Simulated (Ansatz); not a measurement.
## What Pb on a S site does to WS2

The parent structure is a 12-atom supercell of WS$_{2}$ in the 2H-MoS2 type structure (space group P6_3/mmc, No. 194; a = 3.154 Å, c = 12.137 Å; layered, stacked along the Cartesian z axis) at its relaxed geometry.

Perturbation: one S atom is replaced by Pb, atoms relaxed at fixed cell, starting from a slightly rattled geometry.

Computed with PBE-D3(BJ)/PAW in Ansatz (a quantum-chemistry and plane-wave program), no SOC. Γ-centred 5×8×2 mesh, Fermi–Dirac width 0.01 eV.

The pressure goes from zero to 2.9 GPa and the shift of the substituted atom off its lattice site amounts to 0.41 Å.

Other magnetic orders, which the real material may have, were not ruled out. In so small a cell the defect repeats every few ångströms: this is an ordered compound, not a dilute defect. The mesh was chosen for an insulator and is coarse for the gapless case. Seeded moments were not kept for Pb on a S site. The defect cell is spin-polarised and ends with 0.0 μB.
